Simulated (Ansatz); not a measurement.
An Ansatz (a quantum-chemistry and plane-wave program) input (PBEsol (Ansatz, PAW, without spin-orbit coupling), earlier PAW set):

Ansatz 0.2 input:
```yaml
crystal:
  lattice:
    - [6.0345673448, 0, 0]
    - [0, 5.2260886214, -3.184948501]
    - [-1.5086418362, 2.6130443107, 6.369897002]
  atoms:
    - { symbol: Ti, position: [-0.001498398, -0.0013770741, -0.0002581261] }
    - { symbol: Ti, position: [0.4966570118, -0.0003524603, 0.0008020577] }
    - { symbol: Ti, position: [0.3000555983, 0.401581187, 0.195767315] }
    - { symbol: Ti, position: [0.4013225384, 0.2003911886, 0.6042750561] }
    - { symbol: Ti, position: [0.1064061835, 0.7996942801, 0.3987782658] }
    - { symbol: Ti, position: [0.2011594528, 0.6036280067, 0.8029996068] }
    - { symbol: Ti, position: [0.8032198568, 0.3945343917, 0.1979961322] }
    - { symbol: Ti, position: [0.9061755563, 0.1958192367, 0.5958650748] }
    - { symbol: Ti, position: [0.5997214001, 0.7977822051, 0.398836888] }
    - { symbol: Ti, position: [0.6984419256, 0.6002903049, 0.7938407598] }
    - { symbol: B, position: [0.0863892562, 0.170257893, 0.331687123] }
    - { symbol: B, position: [0.5869990269, 0.1725053182, 0.3363782061] }
    - { symbol: B, position: [0.3825688259, 0.5712847595, 0.5357832581] }
    - { symbol: B, position: [0.480249227, 0.3648049371, 0.9357750424] }
    - { symbol: B, position: [0.1857648675, 0.966742398, 0.7359766666] }
    - { symbol: B, position: [0.2806916, 0.7654584658, 0.1291620625] }
    - { symbol: B, position: [0.8800668521, 0.5614670341, 0.530007179] }
    - { symbol: B, position: [0.9826468329, 0.3702479155, 0.9328240999] }
    - { symbol: B, position: [0.6808328809, 0.9679563268, 0.7273762469] }
    - { symbol: B, position: [0.7857473789, 0.7671843532, 0.1338226172] }
    - { symbol: B, position: [0.3167793996, 0.0304266921, 0.2646305723] }
    - { symbol: B, position: [0.8235258186, 0.0335742599, 0.2679316116] }
    - { symbol: B, position: [0.6214496953, 0.4263638857, 0.4690645457] }
    - { symbol: B, position: [0.7171965752, 0.2292224239, 0.8650537155] }
    - { symbol: B, position: [0.4147114636, 0.83007751, 0.6631824976] }
    - { symbol: B, position: [0.5158058316, 0.6348648836, 0.0717649683] }
    - { symbol: B, position: [0.1168101117, 0.4318934552, 0.4646562227] }
    - { symbol: B, position: [0.2145511629, 0.2296554956, 0.8692618671] }
    - { symbol: B, position: [0.916448699, 0.8313366008, 0.6627407419] }
    - { symbol: B, position: [0.0159795734, 0.6325185333, 0.0676892621] }
    - { symbol: B, position: [0.0805465966, 0.49679199, 0.2482552134] }
basis: { ecutwfc: 420, ecutrho_ratio: 4, xc_grid: 2, fft_grid_basis: typed }
kpoints: { mp_grid: { grid: [4, 4, 4] } }
hamiltonian:
  xc: pbesol
  dispersion: none
  pseudopotentials: { azcp: { folder: ./paw }, kind: paw }
scf: { occupations: { method: fermi_dirac, width: 0.05 }, convergence: { dr2_threshold: 0.0000000031 } }
relax: { f_tol: 0.02, max_steps: 45 }
output: { forces: true, stress: true }
checkpoint: { write: state.ck, write_every: 1000 }
```

**Question.** Which symmetry and how many k-points will the program report, and about how many plane waves at Γ?

**Answer.** Space group P1 (ITA 1) with 1 operations, k-points 36 of 64, and 4925 plane waves at Γ.

**Question.** And the final pressure?

**Answer.** 9.65 GPa (compression positive).

The cell is small, so the values are those of an ordered compound at a high defect concentration; dilute-limit values will differ. A case with no gap was solved on a k-mesh chosen for an insulator, which is coarse for it. The final runs are not spin-polarised. The cell was made from TiB2 (space group P6/mmm, No. 191) by this change: B interstitial (started 1.53 Å from the nearest host atom). The defect cell is not spin-polarised.
